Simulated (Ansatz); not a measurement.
PbTe: alloy series

Consider PbTe in the rock salt structure (space group Fm-3m, No. 225).

```
PbTe
1.0
    0.00000     3.26711     3.26711
    3.26711     0.00000     3.26711
    3.26711     3.26711     0.00000
Te Pb
1 1
Cartesian
  0.00000   0.00000   0.00000
  3.26711   3.26711   3.26711
```

The other end (x = 1) is PbS in the rock salt structure (space group Fm-3m, No. 225): 26.66 Å³/atom, gap 0.69 eV.

S replaces a fraction x of Te; each row is one arrangement (x, atoms in the cell, starting space group or random), fully relaxed.

All numbers come from Ansatz (a first-principles code), r2SCAN, PAW, cutoff 500 eV, no SOC.

Notes on the quantities. bowing parameter b of this ordering: Eg = [1−x] Eg[0] + x Eg[1] − b x [1−x]; gap character: in this cell's own zone, which can be folded.

```tsv
case	density	mixing energy	bowing parameter b of this ordering	gap character
base	7.97 g/cm³	–	–	–
x(S) = 0.25, 8 atoms, Pm-3m	7.80 g/cm³	…	3.7 eV	direct at R
x(S) = 0.25, 8 atoms, C2/m	7.91 g/cm³	…	-0.1 eV	indirect, Γ → L₂
x(S) = 0.5, 8 atoms, C2/m	7.81 g/cm³	+39 meV/atom	-0.1 eV	direct at Γ
x(S) = 0.75, 8 atoms, I4/mmm	7.56 g/cm³	+58 meV/atom	2.3 eV	direct at X
x(S) = 0.75, 8 atoms, C2/m	7.66 g/cm³	+28 meV/atom	-0.2 eV	direct at Γ
```

Question: Complete the table.

Answer: 
- x(S) = 0.25, 8 atoms, Pm-3m, mixing energy: +61 meV/atom
- x(S) = 0.25, 8 atoms, C2/m, mixing energy: +23 meV/atom

Each cell is one ordered arrangement of few atoms, which overstates ordering effects compared with a random alloy. Spin-orbit coupling, missing from the scalar runs, can matter with Pb and Te. Stability against distortions was not tested. Labels are those of the standard path for the cell's own space group.
